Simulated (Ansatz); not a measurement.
Take BaHfO$_{3}$ in the cubic perovskite structure (space group Pm-3m, No. 221; a = 4.158 Å) as the base.

One thing is altered: every lattice vector is stretched by 4.64 %; the atoms relax in the strained cell.

Levels (all Ansatz, an electronic-structure program, PAW): PBEsol (420 eV, no SOC); r2SCAN (500 eV, without spin-orbit coupling).

The geometry is relaxed with PBEsol.

```
Quantity                              Value
--------------------------  ---------------
PBEsol smallest direct gap          3.55 eV
PBEsol gap character        indirect, R → Γ
PBEsol band gap                     3.30 eV
```

With r2SCAN at the same geometry, the smallest direct gap increases by 0.60 eV, from 3.55 eV to 4.15 eV; the gap character is still indirect, R → Γ; the band gap goes up by 0.59 eV to 3.89 eV.

Single points use the geometry relaxed with PBEsol. With Hf present, leaving out spin-orbit coupling can change the band edges. Stability against distortions was not tested. The base started in P4mm and relaxed to Pm-3m at this level.
